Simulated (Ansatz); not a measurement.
Start from Al₂O₃ (space group Amm2, No. 38; a = 2.823 Å, b = 5.326 Å, c = 8.305 Å; a hypothetical phase, not in the database extracts checked).

Calculations: PBEsol (Ansatz, an electronic-structure program; PAW; 420 eV plane waves; scalar-relativistic without spin-orbit coupling).

One change was made to it. Results:

```json
[
 {"quantity": "width of the top valence band", "base": "1.11 eV", "after": "1.11 eV"},
 {"quantity": "electron mass", "base": "0.41 mₑ along a, 0.45 mₑ along b, 0.50 mₑ along c (at Γ)", "after": "0.41 mₑ along a, 0.45 mₑ along b, 0.50 mₑ along c (at Γ)"},
 {"quantity": "volume per atom", "base": "12.49 Å³", "after": "12.46 Å³"}
]
```

Question: Name the change that was made.
A) pressure −1 GPa
B) pressure 0.3 GPa
C) pressure 7.5 GPa

Answer: B, pressure 0.3 GPa. For comparison, the electron mass in the other runs: pressure 7.5 GPa gives 0.43 mₑ along a, 0.46 mₑ along b, 0.50 mₑ along c (at Γ); pressure −1 GPa gives 0.40 mₑ along a, 0.45 mₑ along b, 0.49 mₑ along c (at Γ).

The levels and masses belong to the bands next to the band gap. Load acts through the strain it causes; cell and atoms are relaxed under it. Effective masses come from finite differences of ±0.01 Å⁻¹. Whether these cells are dynamically stable was not tested. Competing high-pressure phases were not computed. The base started in Cc and relaxed to Amm2 at this level.
